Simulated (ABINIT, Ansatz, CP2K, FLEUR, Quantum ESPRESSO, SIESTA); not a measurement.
**Code comparison for MoS₂ (P6_3/mmc, 6 atoms in the cell)**

Self-consistent single point.

```
CELL_PARAMETERS angstrom
      3.15039     0.00000     0.00000
     -1.57519     2.72832     0.00000
      0.00000     0.00000    13.03343
ATOMIC_POSITIONS crystal
  Mo 0.00000 0.00000 0.25000
  Mo 0.00000 0.00000 0.75000
  S  0.33333 0.66667 0.36774
  S  0.66667 0.33333 0.63226
  S  0.66667 0.33333 0.86774
  S  0.33333 0.66667 0.13226
```

All programs got the same cell, k-point mesh and kind of occupations (some realise fixed ones as a very narrow smearing) (in Ansatz's words: kpoints.mp_grid.grid = 8 8 2; scf.occupations.method = fixed); potentials, basis and cutoffs are each program's usual ones.

| code | model | pressure (GPa) | largest force (eV/Å) | k-points | cutoff |
|---|---|---|---|---|---|
| FLEUR | PBE, all-electron FLAPW (FLEUR), scalar-relativistic valence | – | 0.742 | 20 | Kmax 4 1/bohr |
| ABINIT | PBE, norm-conserving pseudopotentials (PseudoDojo nc-sr-05 PBE standard) | 6.29 | 0.740 | 20 | 80 Ry |
| Ansatz | PBE, default PAW files | 6.21 | 0.731 | 20 | default |
| SIESTA | GGA PBE, numerical atomic orbitals TZP, PseudoDojo PBE standard norm-conserving potentials (rewritten from UPF to PSML) | 7.79 | 1.020 | 77 | grid 400 Ry |
| CP2K | PBE, GPW, DZVP-MOLOPT-SR-GTH basis, GTH-PBE potentials (GTH_POTENTIALS) | 6.29 | 0.828 | 68 | grid 500 Ry |
| Quantum ESPRESSO | PBE, PseudoDojo standard norm-conserving (PBE) pseudopotentials | 6.29 | 0.740 | 20 | 80 Ry |

A dash marks a value that a program does not give, or that is left out as unsure.

The spread over the programs that give each value: pressure within 1.58 GPa; largest force within 0.289 eV/Å.

The starting cell comes from a database of computed structures (which also holds hypothetical and non-ambient phases and stackings), without a prior relaxation at this level. Its lattice was rescaled by a random factor within 2.5 % of one. On Ansatz's run: Spin polarisation is off. In the base run, with a pressure of about 6 GPa the cell is away from its equilibrium volume at this level.

Q: Why do the programs differ, and what cannot be compared?

A: Differences of this kind can come from the potentials, where these differ, and from what each basis and cutoff leave unconverged. The zero of total energies and Fermi levels follows the potentials and each program's conventions, so they are not compared here. SIESTA and CP2K use small atom-centred bases, whose incompleteness enters pressures, forces and empty levels differently from a plane-wave cutoff. FLEUR treats all electrons, but the usual bases taken here (sphere radii, linearisation, local orbitals, empty states) were not tested for convergence, so the values are no reference for the others. Ansatz's pressure is given at a fixed set of plane waves, as the other plane-wave codes print theirs. The programs reduce the same mesh by symmetry to different extents, which changes the work and not the result. In the pressure, SIESTA (by 1.50) lies more than 1 GPa from the median of the plane-wave programs. In the force vectors, SIESTA (by 0.280) and CP2K (by 0.087) lie more than 0.08 eV/Å from the median of the plane-wave programs.

This mesh misses zone-boundary points where a band edge of such crystals can lie, so no gaps are given.

Left out of this page: GPAW (failed or unconverged).

Ansatz is a first-principles code.

Keys are those of Ansatz 0.2.
